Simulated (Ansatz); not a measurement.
Functionals compared on a constructed model of the (0001) surface of 4H silicon carbide, Si-terminated, (√3x√3)R30° C adatom at H3 (bottom of the slab: 3 H on 3 bottom sites), in Ansatz (plane waves, PAW). The structure was relaxed with PBE; the other rows are single points on it. Cutoff 420 eV (500 eV for r2SCAN).

Slab: 28 atoms, 10.3 Å thick at the start with caps and adatoms (thin: gaps and levels are the slab's own); k 6x6x1, smearing 0.025 eV, dipole-corrected; 6 atoms held, the rest relaxed; symmetry of the start imposed; spin-polarised, ending with about 1.0 μB a cell; orders that need a larger cell were not tried, no spin-orbit, no U. In PBE it is, or lies within 0.01 eV a 1x1 cell of, the lowest of the 2 structures of its composition computed so far; subsurface sites and larger cells were not tried. These notes are the PBE run's. r2SCAN: The program's check for a lower electronic state was not made.

| functional | gap of the slab on its k-mesh (eV) | highest filled level below the top vacuum level (eV) | magnetic moment of the cell (μB) | rough cost of the single point |
|---|---|---|---|---|
| PBE | 0.77 | 5.73 | 1.00 | – |
| r2SCAN | [?] | [?] | 1.00 | very roughly 4 core-minutes |

### Question
Fill in the missing entries.

### Answer

- r2SCAN, gap of the slab on its k-mesh (eV): 1.47
- r2SCAN, highest filled level below the top vacuum level (eV): 6.00

Ansatz is a program for electronic structure.
